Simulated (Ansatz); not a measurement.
## Ni on the (0001) surface of wurtzite GaN (2x2 Ga adatom at T4; a constructed slab, bottom: 3 H on 4 bottom sites), one in a cell of 36 Å², started at the site 'over Ga at depth 1.7 Å #2'

Host crystal: wurtzite GaN, with a band gap (PBE, scalar-relativistic without spin-orbit coupling).

These are PBE (plane waves to 420 eV, PAW; Ansatz, an electronic-structure program) values and carry that method's errors.

Set-up: 45 atoms, 13.9 Å thick at the start with caps and adatoms under the adsorbate (thin: gaps and levels are the slab's own); mesh 4x4x1; 0.01 eV smearing; dipole correction on; 23 atoms held, the rest relaxed; no symmetry held; spin-polarised, no spin-orbit, no U, no dispersion correction. The starting moment vanished. At the end it is bonded to 4 Ga. In PBE it is, or lies within 0.03 eV of, the lowest of the starts that converged.

The adsorption energy against an atom of fcc Ni, ferromagnetic is 0.86 eV and the gap of the slab on its k-mesh is 0.11 eV. The highest filled level below the top vacuum level is 3.92 eV and the change of the step from the bottom to the top vacuum level, against the clean slab is -0.64 eV. The energy released by relaxation is 2.30 eV, the height of the binding atom over the mean of the host atoms within 0.3 Å of the top one is -0.204 Å and the magnetic moment of the cell is 0.00 μB. The nearest host atoms of the binding atom comes out as Ga at 2.32 Å, Ga at 2.49 Å, Ga at 2.50 Å and the largest move of a host atom is 0.57 Å. The caution is the clean host was not checked against rearrangement in a larger or rattled cell and the note comes out as in the relaxation the adsorbate left its starting site by 1.9 Å.

A negative adsorption energy means that the adsorbate is more stable on the surface than in its reference.
